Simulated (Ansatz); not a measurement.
Co4N, pressure series

Start from Co₄N (space group Pm-3m, No. 221; a = 3.670 Å; ferromagnetic; a cell from a computed database, its experimental status unchecked).

Cell and atoms are relaxed at each pressure.

Calculations: Ansatz (an electronic-structure program) PBEsol, no spin-orbit coupling.

```json
[
 {"P (GPa)": "-2.00", "V (Å³/atom)": "9.970"},
 {"P (GPa)": "-0.98", "V (Å³/atom)": "9.929"},
 {"P (GPa)": "0.30", "V (Å³/atom)": "9.878"},
 {"P (GPa)": "0.69", "V (Å³/atom)": "9.863"},
 {"P (GPa)": "1.49", "V (Å³/atom)": "9.832"},
 {"P (GPa)": "2.98", "V (Å³/atom)": "9.777"},
 {"P (GPa)": "4.98", "V (Å³/atom)": "9.704"},
 {"P (GPa)": "7.50", "V (Å³/atom)": "9.617"},
 {"P (GPa)": "10.00", "V (Å³/atom)": "9.535"}
]
```

A third-order Birch–Murnaghan fit to these points gives V₀ = 9.89 Å³/atom, B₀ = 253 GPa and B₀′ = 4.3. At pressure 10 GPa the volume is 96.4 % of V₀.

Other magnetic orders, which the real material may have, were not ruled out. Load acts through the strain it causes; cell and atoms are relaxed under it. Stability against distortions was not tested. No other phases were tried under pressure.
